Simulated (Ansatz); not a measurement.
System: BeS (model structure, started from the BeO type, P4₂/mnm, No. 136, 8 atoms in the cell). Method: LDA (Ansatz, a program for electronic structure, plane waves, PAW).

Run with plane-wave cutoff 520 eV, 6×6×10 k mesh (along the axes of the cell as run), Fermi–Dirac smearing 0.01 eV, scalar-relativistic PAW data made under PBE.

Computed at the level's own relaxed cell.

```xyz
8
Lattice="5.8191 0.0000 0.0000 0.0000 5.8191 0.0000 0.0000 0.0000 3.4130" Properties=species:S:1:pos:R:3 pbc="T T T"
Be     1.9275     3.8916     0.0000
Be     3.8916     1.9275     0.0000
Be     4.8370     4.8370     1.7065
Be     0.9821     0.9821     1.7065
S      1.7947     1.7947     0.0000
S      4.0244     4.0244     0.0000
S      1.1148     4.7042     1.7065
S      4.7042     1.1148     1.7065
```

Task: List the 21 lowest band energies at Γ above −25 eV (eV, relative to the valence band maximum), grouping those that round alike.

Result: At Γ: -13.83, -12.17 (×2), -11.87, -6.08, -5.14, -4.16 (×2), -3.22, -2.88, -1.35 (×2), -0.22, -0.15, -0.04 (×2), 3.88, 4.44, 5.39, 5.59 (×2).

Note: the relaxation could raise the start's symmetry but not lower it, so the cell can be a saddle point.

A model structure was made by putting elements into a prototype or built by hand; it is no filed structure, need not be a known phase, and can be a saddle point held by its symmetry.
